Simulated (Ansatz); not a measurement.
Consider MgTe in the zinc blende structure (space group F-43m, No. 216).

```
MgTe
1.0
    0.00000     3.21920     3.21920
    3.21920     0.00000     3.21920
    3.21920     3.21920     0.00000
Mg Te
1 1
Cartesian
  0.00000   0.00000   0.00000
  1.60960   1.60960   1.60960
```

Cartesian axes are those of the cell as printed.

The values are results of PBEsol/PAW in Ansatz (a first-principles code), scalar-relativistic without spin-orbit coupling, earlier PAW set, not measurements.

Strains are applied to the cell and any free atomic positions relax; under biaxial strain the out-of-plane vector relaxes too.

One change was made to it. Results:

The band gap falls by 0.27 eV (2.35 eV → 2.08 eV); the pressure (mean of the normal stresses, compression positive) goes from zero to 1.41 GPa; the energy rises by 19 meV/atom.

Question: What was done to the base?
(A) biaxial strain −2.51 %, plane normal [001], relaxed out of plane
(B) biaxial strain −2.62 %, plane normal [001], relaxed out of plane
(C) isotropic strain −0.20 %
(D) biaxial strain −4.20 %, plane normal [110], relaxed out of plane
(E) isotropic strain −0.56 %

Answer: D, biaxial strain −4.20 %, plane normal [110], relaxed out of plane. For comparison, the band gap in the other runs: biaxial strain −2.51 %, plane normal [001], relaxed out of plane gives 2.35 eV; isotropic strain −0.20 % gives 2.37 eV; biaxial strain −2.62 %, plane normal [001], relaxed out of plane gives 2.34 eV; isotropic strain −0.56 % gives 2.42 eV.

Spin-orbit coupling, missing from the scalar runs, can matter with Te. Whether these cells are dynamically stable was not tested.
